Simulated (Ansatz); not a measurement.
**C in the diamond structure (space group Fd-3m, No. 227)**

```cif
data_C8
_chemical_formula_sum 'C8'
_space_group_name_H-M_alt 'Fd-3m :1'
_space_group_IT_number 227
_space_group_name_Hall 'F 4d 2 3 -1d'
_cell_length_a 3.57157
_cell_length_b 3.57157
_cell_length_c 3.57157
_cell_angle_alpha 90.000
_cell_angle_beta 90.000
_cell_angle_gamma 90.000
loop_
_atom_site_label
_atom_site_type_symbol
_atom_site_symmetry_multiplicity
_atom_site_Wyckoff_symbol
_atom_site_fract_x
_atom_site_fract_y
_atom_site_fract_z
_atom_site_occupancy
C1 C 8 a 0.00000 0.00000 0.00000 1
```
(The calculation used a cell of 2 atoms; values per cell refer to that cell.)

The values are results of Ansatz (a first-principles code), PBE, PAW, cutoff 420 eV, spin-orbit coupling left out, not measurements. Γ-centred 16×16×16 mesh, Fermi–Dirac width 0.05 eV.

```yaml
volume_per_atom: 5.69 Å³
density: 3.50 g/cm³
band_gap: 4.13 eV, indirect, Γ → Γ–X (71 % along)
electron_mass: 1.7 mₑ along k, 0.29 mₑ across
Hole mass (degenerate bands, along [100]): 0.30, 0.30, 0.51 mₑ
Lowest conduction-band minima above the VBM: a point along ⟨100⟩, about 1.2 Å⁻¹ from Γ 4.13 eV
total_energy: -250.808 eV/atom (σ→0; compares only within this code and set-up)
```

Masses are band curvatures over ±0.01 Å⁻¹ around the edge. Along k means along the line from Γ to the band edge. Stability against distortions was not tested.
